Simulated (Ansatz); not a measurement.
Pressure series in TaN

Start from TaN in the rock salt structure (space group Fm-3m, No. 225; a = 4.396 Å).

Cell and atoms are relaxed at each pressure.

The values are results of plane-wave PAW DFT at the r2SCAN level (Ansatz, a first-principles code, 500 eV), no SOC, not measurements.

```csv
P (GPa),V (Å³/atom)
-2.00,10.683
-1.00,10.652
0.30,10.612
0.70,10.600
1.49,10.577
2.99,10.533
4.99,10.476
7.50,10.407
10.01,10.340
```

Fit a third-order Birch–Murnaghan equation of state.

Least squares on P(V) = (3B₀/2)[(V₀/V)^(7/3) − (V₀/V)^(5/3)]·[1 + (3/4)(B₀′ − 4)((V₀/V)^(2/3) − 1)] gives V₀ = 10.62 Å³/atom, B₀ = 351 GPa and B₀′ = 4.4.

Load acts through the strain it causes; cell and atoms are relaxed under it. No phonon test of stability was made. Competing high-pressure phases were not computed. The final runs are not spin-polarised. This is not the structure that TaN has at room temperature and ambient pressure.
